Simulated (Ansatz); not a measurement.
Pair distribution function (total) of Ti (hcp), cell Ti64, started from the crystal [in the run: it stayed crystalline; mean temperature 297 K (target 300 K); density 4.53 g/cm³; one k-point, which a denser mesh shifts by 0.0 GPa in pressure and 0.03 eV/Å in forces], from MD at 297 K. Computed with PBE (plane waves, PAW; Ansatz, a first-principles code). Volume per atom 17.55 Å³, mean pressure 0.0 GPa. 

(r (Å), g(r)): (1.90, 0.00); (1.94, 0.00); (1.98, 0.00); (2.02, 0.00); (2.06, 0.00); (2.10, 0.00); (2.14, 0.00); (2.18, 0.00); (2.22, 0.00); (2.26, 0.00); (2.30, 0.00); (2.34, 0.00); (2.38, 0.00); (2.42, 0.00); (2.46, 0.00); (2.50, 0.00); (2.54, 0.00); (2.58, 0.02); (2.62, 0.07); (2.66, 0.32); (2.70, 0.84); (2.74, 1.92); (2.78, 3.65); (2.82, 5.29); (2.86, 6.90); (2.90, 7.42); (2.94, 6.90); (2.98, 5.80); (3.02, 4.17); (3.06, 2.73); (3.10, 1.61); (3.14, 0.87); (3.18, 0.45); (3.22, 0.17); (3.26, 0.09); (3.30, 0.02); (3.34, 0.01); (3.38, 0.00); (3.42, 0.00); (3.46, 0.00); (3.50, 0.00); (3.54, 0.00); (3.58, 0.00); (3.62, 0.00); (3.66, 0.00); (3.70, 0.00); (3.74, 0.02); (3.78, 0.04); (3.82, 0.09); (3.86, 0.19); (3.90, 0.35); (3.94, 0.55); (3.98, 0.85); (4.02, 1.11); (4.06, 1.33); (4.10, 1.54); (4.14, 1.55); (4.18, 1.35); (4.22, 1.16); (4.26, 0.85); (4.30, 0.58); (4.34, 0.38); (4.38, 0.21); (4.42, 0.14); (4.46, 0.13); (4.50, 0.17); (4.54, 0.29); (4.58, 0.39); (4.62, 0.52)

Problem. From these data, give where the first shell ends and the number of neighbours in it.

Solution. g is nil from 3.4 to 3.7 Å, so any cut there serves; 12.0 neighbours in the shell, from n = 4πρ∫r²g(r)dr.
